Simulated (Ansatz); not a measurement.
Start from AlNi in the CsCl type structure (space group Pm-3m, No. 221; non-magnetic).

```xyz
2
Lattice="2.8631 0.0000 0.0000 0.0000 2.8631 0.0000 0.0000 0.0000 2.8631" Properties=species:S:1:pos:R:3 pbc="T T T"
Al     0.0000     0.0000     0.0000
Ni     1.4316     1.4316     1.4316
```

Cartesian axes are those of the cell as printed.

Computed with plane-wave PAW DFT at the r2SCAN level (Ansatz, a quantum-chemistry and plane-wave program, 500 eV), no spin-orbit coupling.

Before the change:

* **Shortest interatomic distance**: 2.480 Å

Modification: a free-standing slab of 6 layers (12 atoms, 2 a layer) is cut normal to [110], with 15 Å of vacuum and the in-plane cell held at bulk.

Estimate the effect on the excess energy per area of both faces, shortest interatomic distance and change of the spacing d12 from its bulk value of 2.025 Å.

The excess energy per area of both faces (slab less bulk energy over the cell's area: twice a surface energy) comes out as 3.5 J/m² (uncertain by up to 0.2 J/m²); the shortest interatomic distance falls by 0.091 Å to 2.389 Å; the change of the spacing d12 from its bulk value of 2.025 Å amounts to -0.5 %.

Slab and bulk use different k-meshes, which limits the precision of the excess energy. No phonon test of stability was made. Seeded moments were not kept for the base. The final runs are not spin-polarised.
